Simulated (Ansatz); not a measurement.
**Hypothetical Pm-3n GaAs: pressure series**

The reference is GaAs (space group Pm-3n, No. 223; a = 6.982 Å; a hypothetical phase, not in the database extracts checked).

Cell and atoms are relaxed at each pressure.

Computed with PBEsol/PAW in Ansatz (an electronic-structure program), no SOC.

Computed cases, in order: pressure −2 GPa; pressure −1 GPa; 0 GPa (base); pressure 0.3 GPa; pressure 0.7 GPa; pressure 1.5 GPa; pressure 3 GPa; pressure 5 GPa; pressure 7.5 GPa; pressure 10 GPa.

### Question
Between which two neighbouring cases does the band gap open or close?

### Answer
Between pressure −2 GPa (zero) and pressure −1 GPa (0.14 eV). The whole series: pressure −2 GPa: zero; pressure −1 GPa: 0.14 eV; 0 GPa (base): 0.28 eV; pressure 0.3 GPa: 0.33 eV; pressure 0.7 GPa: 0.38 eV; pressure 1.5 GPa: 0.48 eV; pressure 3 GPa: 0.63 eV; pressure 5 GPa: 0.60 eV; pressure 7.5 GPa: 0.56 eV; pressure 10 GPa: 0.51 eV.

The mesh was chosen for an insulator and is coarse for the gapless case. Load acts through the strain it causes; cell and atoms are relaxed under it. Stability against distortions was not tested. No other phases were tried under pressure. The final runs are not spin-polarised. A zero or small gap of GaAs can be the functional's error rather than a property of the material.
